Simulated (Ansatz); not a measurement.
System: CaTiO3 (Pnma, No. 62). Method: PBEsol-D3(BJ) (Ansatz, a first-principles code, plane waves, PAW).

Run with plane-wave cutoff 520 eV, 6×6×6 k mesh, Fermi–Dirac smearing 0.01 eV, no spin polarisation, scalar-relativistic PAW data made under PBE.

Response to compression and expansion:

Shape and atoms are relaxed at each volume.

| V (Å³/atom) | P (GPa) | direct gap at Γ (eV) |
|---|---|---|
| 10.362 | 8.66 | 2.520 |
| 10.578 | 4.11 | 2.489 |
| 10.794 | 0.00 | 2.459 |
| 11.010 | -3.69 | 2.429 |
| 11.225 | -7.02 | 2.398 |

A straight line through the gaps at Γ against ln V gives a volume deformation potential dE_g(Γ)/d ln V of -1.5 eV: the gap at Γ widens under compression.

Note: the relaxation could not lower the start's symmetry, so the cell can be a saddle point above a distorted one; the bulk modulus comes from volumes at which shape and atoms were relaxed.
